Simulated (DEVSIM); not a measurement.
isotype n-n heterojunction Si/Ge

System: isotype n-n heterojunction Si/Ge, at 250 K.

```
layer (left to right)  material  thickness (μm)  Nd (cm⁻³)  τn (s)  τp (s)
---------------------  --------  --------------  ---------  ------  ------
1                            Si           0.390     1.4e17  1.6e-6  1.6e-7
2                            Ge           0.110     3.6e15  1.6e-6  1.6e-6
```

Left contact: ohmic. Right contact: ohmic. Voltage is applied to the left contact. Recombination: SRH at mid-gap, radiative. Mobility is constant in doping.

Constants are typed, rounded textbook-type inputs, not results; the design itself was drawn at random and stands for no fabricated device. Values at 300 K; Nc and Nv go as T^1.5, mobilities as T to minus their exponent, the gap by Varshni's rule with the affinity fixed.

| parameter | Si | Ge |
|---|---|---|
| gap (eV) | 1.124 | 0.664 |
| affinity (eV) | 4.05 | 4 |
| permittivity | 11.7 | 16 |
| Nc (cm⁻³) | 2.86e19 | 1.04e19 |
| Nv (cm⁻³) | 3.1e19 | 6e18 |
| μn (cm²/Vs) | 1417 | 3900 |
| μp (cm²/Vs) | 470 | 1900 |
| T exponent of μn | 2.3 | 1.66 |
| T exponent of μp | 2.2 | 2.33 |
| B (cm³/s) | 4.7e-15 | 6.4e-14 |
| Varshni α (eV/K) | 0.000473 | 0.000477 |
| Varshni β (K) | 636 | 235 |

DEVSIM, 1D drift-diffusion, Boltzmann statistics, complete ionisation; no tunnelling, impact ionisation, image-force lowering or self-heating. Band offsets follow the typed affinities; no thermionic-emission limit at abrupt steps, no polarisation charge.

```yaml
potential_step_across_the_device_at_zero_bias: 0.007 V
```

Dark forward current:

(V (V), J (A/cm²)): (0.05, 12000); (0.10, 22000); (0.15, 32000); (0.20, 42000); (0.25, 52000); (0.30, 62000); (0.35, 72000); (0.40, 81000); (0.45, 91000); (0.50, 100000); (0.55, 110000)
